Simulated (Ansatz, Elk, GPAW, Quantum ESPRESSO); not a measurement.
One structure in several programs: AlFeF₅ (Immm, 7 atoms in the cell)

Self-consistent single point, at a second geometry (lattice scaled by 0.98). First geometry:

```
AlFeF5
1.0
   -1.77737     3.08604     3.72423
    1.77737    -3.08604     3.72423
    1.77737     3.08604    -3.72423
Al Fe F
1 1 5
Cartesian
  0.00000   0.00000   3.72423
  0.00000   0.00000   0.00000
  0.00000   1.81521   3.72423
  1.77737   1.27083   0.00000
  0.00000   0.00000   1.93339
  0.00000   0.00000   5.51506
  0.00000   3.08604   0.00000
```
Moments meant for the start (each program seeds them in its own way; μB, in the order of the atoms Al Fe F F F F F): 0.0 4.0 0.0 0.0 0.0 0.0 0.0.

Shared settings, as Ansatz (a program for electronic structure) writes them: kpoints.mp_grid.grid = 4 4 4; scf.occupations.method = fermi_dirac; scf.occupations.width = 0.05 eV. Potentials and cutoffs stand in the table.

| code | model | ΔF from the first geometry (meV/atom) | largest force (eV/Å) | gap on the mesh (eV) | size of the net moment (μB/atom) | cutoff |
|---|---|---|---|---|---|---|
| GPAW | PBEsol, GPAW PAW datasets PBEsol (made by gpaw-setup) | 31.0 | 0.635 | 0.386 | 0.57 | 950 eV |
| Quantum ESPRESSO | PBEsol, GBRV 1.5 ultrasoft (PBESOL) pseudopotentials | 23.4 | 0.565 | 0.373 | 0.57 | 50 Ry |
| Elk | PBEsol, all-electron FP-LAPW, Elk's shipped species files, default APW+lo basis | – | – | 0.360 | 0.57 | rgkmax 7 |
| Ansatz | PBEsol, PAW files made with PBE | 21.5 | 0.481 | – | 0.57 | 420 eV |

Size of the force on each atom (eV/Å): Sizes of forces hide their directions.

```json
[
 {"code": "GPAW", "Al1": "0.000", "Fe2": "0.000", "F3": "0.635", "F4": "0.635", "F5": "0.464", "F6": "0.464", "F7": "0.000"},
 {"code": "Quantum ESPRESSO", "Al1": "0.000", "Fe2": "0.000", "F3": "0.565", "F4": "0.565", "F5": "0.531", "F6": "0.531", "F7": "0.000"},
 {"code": "Ansatz", "Al1": "0.000", "Fe2": "0.000", "F3": "0.481", "F4": "0.481", "F5": "0.445", "F6": "0.445", "F7": "0.000"}
]
```

A dash marks a value that a program does not give, or that is left out as unsure.

No gap is tabulated for Ansatz: it is not read from that output, or partly filled or unconverged empty levels leave it unsure.

Gaps are read on the mesh.

On Ansatz's run: with one magnetic atom in the cell only a parallel order is possible.

The spread over the programs that give each value: ΔF from the first geometry within 9.5 meV/atom; largest force within 0.154 eV/Å; gap on the mesh within 0.026 eV; size of the net moment within 0.00 μB/atom.

Elk treats all electrons, but the usual bases taken here (sphere radii, linearisation, local orbitals, empty states) were not tested for convergence, so the values are no reference for the others. In the force vectors, Ansatz (by 0.084) lies more than 0.08 eV/Å from the median of the plane-wave programs.

The shared mesh is coarse (it stands for a supercell whose shortest vector is 14 Å), so the values are not converged in it.

The starting cell comes from a database of computed structures (which also holds hypothetical and non-ambient phases and stackings), without a prior relaxation at this level. For this run, on top of that: lattice scaled by 0.98.

Keys are those of Ansatz 0.2.
